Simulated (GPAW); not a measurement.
## Parameter sweep on SrMg (Cm, 6 atoms in the cell)

```xyz
6
Lattice="7.0098 -2.0153 0.0000 7.0098 2.0153 0.0000 -2.3570 0.0000 7.9834" Properties=species:S:1:pos:R:3 pbc="T T T"
Sr     4.8709     0.0000     1.8587
Sr     8.6509     0.0000     2.6572
Sr    -0.8487     0.0000     5.0728
Mg    13.9352     0.0000     0.0109
Mg     3.0261     0.0000     5.6561
Mg     8.0826     0.0000     7.3639
```

Base run A: PBEsol, GPAW PAW datasets PBEsol (made by gpaw-setup) (GPAW), self-consistent single point.

Its settings: mode = pw; ecut = 850 eV; xc = PBEsol; kpts = 5 5 3; mesh shift (steps) = 0 0 0; occupations.name = methfessel-paxton; occupations.width = 0.136 eV; occupations.order = 1; nbands = -14; convergence.density = 1e-05 e/electron; symmetry.symmorphic = false; symmetry.tolerance = 0.0005; maxiter = 120.

The starting cell comes from a database of computed structures (which also holds hypothetical and non-ambient phases and stackings), without a prior relaxation at this level.

ΔF is the free energy per atom less that of run A. 

```json
[
 {"run": "A", "kpts, occupations.width": "5 5 3, 0.136 eV", "ΔF (meV/atom)": "0.00", "pressure (GPa)": "-0.36", "largest force (eV/Å)": "0.138", "TS (meV/atom)": "0.6", "k-points": "24"},
 {"run": "B", "kpts, occupations.width": "4 4 2, 0.03 eV", "ΔF (meV/atom)": "16.1", "pressure (GPa)": "-0.42", "largest force (eV/Å)": "0.152", "TS (meV/atom)": "0.0", "k-points": "14"},
 {"run": "C", "kpts, occupations.width": "4 4 2, 0.1 eV", "ΔF (meV/atom)": "16.2", "pressure (GPa)": "-0.42", "largest force (eV/Å)": "0.155", "TS (meV/atom)": "-0.2", "k-points": "14"},
 {"run": "D", "kpts, occupations.width": "4 4 2, 0.3 eV", "ΔF (meV/atom)": "15.6", "pressure (GPa)": "-0.42", "largest force (eV/Å)": "0.141", "TS (meV/atom)": "1.5", "k-points": "14"},
 {"run": "E", "kpts, occupations.width": "5 5 3, 0.03 eV", "ΔF (meV/atom)": "0.25", "pressure (GPa)": "-0.37", "largest force (eV/Å)": "0.134", "TS (meV/atom)": "0.0", "k-points": "24"},
 {"run": "F", "kpts, occupations.width": "5 5 3, 0.1 eV", "ΔF (meV/atom)": "0.14", "pressure (GPa)": "-0.36", "largest force (eV/Å)": "0.136", "TS (meV/atom)": "0.3", "k-points": "24"},
 {"run": "G", "kpts, occupations.width": "5 5 3, 0.3 eV", "ΔF (meV/atom)": "0.50", "pressure (GPa)": "-0.35", "largest force (eV/Å)": "0.146", "TS (meV/atom)": "-3.5", "k-points": "24"}
]
```

Run D against A: The free energy rises by 15.6 meV/atom, the pressure stays near -0.42 GPa while the xx stress (positive for compression) goes from -0.25 to 0.06 GPa and the largest force hardly changes (0.138 to 0.141 eV/Å).

Run B against A: The free energy rises by 16.1 meV/atom, the pressure hardly changes (-0.36 to -0.42 GPa) and the largest force goes from 0.138 to 0.152 eV/Å.

Run G against A: The free energy stays essentially unchanged (within 1 meV/atom), the pressure hardly changes (-0.36 to -0.35 GPa) and the largest force goes from 0.138 to 0.146 eV/Å.
